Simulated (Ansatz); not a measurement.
**Short convergence ladders for F₂ (P1, 4 atoms in the cell)**

```xyz
4
Lattice="2.5691 -1.5919 0.0000 2.5691 1.5919 0.0000 -0.5649 0.0000 6.6307" Properties=species:S:1:pos:R:3 pbc="T T T"
F      3.5445     0.5086     4.0149
F      1.0288    -0.5086     2.6658
F      0.7463     0.5086     5.9812
F      3.8270    -0.5086     0.6495
```

Base method: PBEsol, default PAW files made with PBE (plane waves; Ansatz, a quantum-chemistry and plane-wave program).

Base settings: basis.ecutwfc = 30.9 Ry; kpoints.mp_grid.grid = 8 8 3; hamiltonian.xc = pbesol; hamiltonian.pseudopotentials = {kind: paw} (the program's default PAW files); scf.occupations.method = fermi_dirac; scf.occupations.width = 0.0007 Ry.

The count of work is k-points × plane waves × bands × iterations; it is no time. Core times come from one kind of shared machine, to one figure; runs under 30 s give none.

**The cutoff for other potential files**

Level: DFT, PBEsol, plane waves, harder PAW files (source: ansatz) made with PBE.

In this ladder: hamiltonian.pseudopotentials = {kind: paw, source: ansatz}.

The second cell is the first with its lattice scaled by 0.98.

The mesh stays at the base's, so the ladder's end is converged at best in this setting alone.

The first pressure column holds Ansatz's estimate of the finite-basis (Pulay) stress, which hides part of the cutoff error; the other is without it.

Only quantities that move along the ladder and can be compared are tabulated.

| basis.ecutwfc | free energy less the last step's (meV/atom) | energy of the compressed cell less the first (meV/atom) | pressure (GPa) | pressure without the Pulay estimate (GPa) | largest difference of a force vector from the last step's (eV/Å) | count of work / last |
|---|---|---|---|---|---|---|
| 34.5 Ry | 3289.32 | -4.59 | -2.90 | -148.12 | 0.411 | 0.11 |
| 42.6 Ry | 818.13 | 3.81 | -0.98 | -50.64 | 0.518 | 0.14 |
| 54 Ry | 90.35 | -3.55 | -2.35 | -10.30 | 0.040 | 0.21 |
| 65.4 Ry | 6.87 | -4.18 | -2.39 | -3.26 | 0.005 | 0.28 |
| 77.2 Ry | 0.64 | -4.17 | -2.39 | -2.43 | 0.003 | 0.35 |
| 92.6 Ry | 0.32 | -4.19 | -2.39 | -2.40 | 0.001 | 0.47 |
| 115.8 Ry | 0.14 | -4.20 | -2.39 | -2.40 | 0.000 | 0.65 |
| 154.3 Ry | 0.00 | -4.20 | -2.39 | -2.39 | 0.000 | 1.0 |

Coarsest basis.ecutwfc that holds the pressure within 0.05 GPa of the last step, with all finer ones: 54 Ry, at 0.21 of the last step's count of work; the step before is off by 1.4 GPa.

Coarsest basis.ecutwfc that holds the forces within 0.01 eV/Å of the last step, with all finer ones: 65.4 Ry, at 0.28 of the last step's count of work; the step before is off by 0.040 eV/Å.

Coarsest basis.ecutwfc that holds the energy of the compressed cell less the first within 0.2 meV/atom of the last step, with all finer ones: 65.4 Ry, at 0.28 of the last step's count of work; the step before is off by 0.65 meV/atom.

The energy difference between the two cells stays within 1 meV/atom of the last step's from 54 Ry on, the total only from 77.2 Ry on: much of the error is common to both cells and cancels.

At the lowest cutoff the pressure without the Pulay estimate lies 146 GPa under the last step's, the usual sign of Pulay stress in an incomplete plane-wave basis.

**The density cutoff**

The second cell is the first with its lattice scaled by 0.98.

The mesh stays at the base's, so the ladder's end is converged at best in this setting alone.

Only quantities that move along the ladder and can be compared are tabulated.

```csv
basis.ecutrho_ratio,free energy less the last step's (meV/atom),energy of the compressed cell less the first (meV/atom),pressure (GPa),largest difference of a force vector from the last step's (eV/Å)
2,-11.38,-4.82,-0.94,0.013
3,0.07,-3.72,-2.34,0.001
4,0.00,-3.71,-2.32,0.000
5,0.00,-3.72,-2.32,0.000
6,0.00,-3.72,-2.32,0.000
8,0.00,-3.72,-2.32,0.000
10,0.00,-3.72,-2.32,0.000
12,0.00,-3.72,-2.32,0.000
16,0.00,-3.72,-2.32,0.000
```

Coarsest basis.ecutrho_ratio that holds the forces within 0.01 eV/Å of the last step, with all finer ones: 3; the step before is off by 0.013 eV/Å.

Coarsest basis.ecutrho_ratio that holds the energy of the compressed cell less the first within 1 meV/atom of the last step, with all finer ones: 3; the step before is off by 1.1 meV/atom.

Coarsest basis.ecutrho_ratio that holds the free energy within 1 meV/atom of the last step, with all finer ones: 3; the step before is off by 11 meV/atom.

**The relaxed cell against the cutoff**

On F2 (C2/c, 4 atoms in the cell): atoms on their sites.

In this ladder: relax = cell and atoms.

The mesh stays at the base's, so the ladder's end is converged at best in this setting alone.

Only quantities that move along the ladder and can be compared are tabulated.

```csv
basis.ecutwfc,relaxed volume (Å³/atom),relaxation steps,core time / last (rough)
30.9 Ry,18.024,60,1
37.1 Ry,18.217,21,0.6
46.3 Ry,18.535,15,0.6
61.7 Ry,18.838,17,1
```

Coarsest basis.ecutwfc that holds the relaxed volume within 0.094 Å³/atom: not settled: the last two steps still differ by 0.30 Å³/atom, over half the tolerance, so the ladder does not show it.

At the lowest cutoff the cell relaxes to a volume 4.3 % smaller than at the highest. Ansatz relaxes on a stress corrected for the finite basis.

On the base run: the starting cell comes from a database of computed structures (which also holds hypothetical and non-ambient phases and stackings), without a prior relaxation at this level. Its lattice was rescaled by up to half a per cent. One atom was moved a little off its site on purpose. In the base run, forces exceed 1 eV/Å.

Left out of this page: 4 runs of the series failed or unconverged.

Keys are those of Ansatz 0.2.
